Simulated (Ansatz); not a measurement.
## Lu: stress against strain

Lu (hcp, P6_3/mmc, 27.551 Å³/atom and stress up to 0.01 GPa in the relaxed cell, c along z) under a strain ε along a direction in the basal plane (axis x), the other axes held. PBEsol in Ansatz, a plane-wave DFT program (PAW, default set), 420 eV, 19×19×11 Γ-centred mesh, Fermi-Dirac smearing 0.10 eV; ions are relaxed, or left where forces stay under 0.02 eV/Å, within the symmetry of each cell. Against the start cell, which lies near the measured one, the relaxed cell differs by -6.4 % in volume and -3.3 % in c; the values below rest on it. Stress is positive for a compressed cell.

Here s stands for strain and y for stress xx.

```csv
strain (%),stress xx (GPa)
-3.00,?
-1.50,1.52
-1.00,1.00
-0.50,0.49
0.00,0.00
0.50,-0.47
1.00,-0.94
1.50,-1.39
```

Taking a straight line for y over the 7 complete rows: Means: s 0, y 0.030. About the means, the sum of products is -6.7850 and the sum of squares of s is 7.0000; the slope is their ratio. Least squares gives y = 0.030 - 0.9693·s. Residuals (row less fit): 0.036, 0.001, -0.025, -0.030, -0.015, -0.001, 0.034; standard error 0.029 (degrees of freedom: 5). The slope gives the elastic constant C11 = about 97 GPa.

Q: Estimate the missing y (s = -3.00); what did the run itself give?

A: y = 0.030 - 0.9693 × (-3.0) = 2.938 GPa. The calculation gives 3.15 GPa, 0.212 GPa above the prediction (4.7 % of the range of y in the table). The row lies outside the fitted rows, so this is an extrapolation. From the scatter of the fitted rows alone, a prediction at this place has a standard error of 0.045 GPa, so the miss is 4.7 times that.

A polynomial of degree 2 through the 12 other runs of the series gives 3.16 there, so most of the miss is curvature that the fit leaves out. In a metal these values are sensitive to mesh and smearing; energies are taken to zero smearing, stresses follow the free energy. Rows are the converged runs of the series near zero and its far end; series whose fitted rows scatter by over a few per cent of the range, as at a crossing or softening among them, aren't shown in this form, nor equations of state whose B0' disagrees with the runs' pressures. Most that stay on the fit to the last digits aren't either.
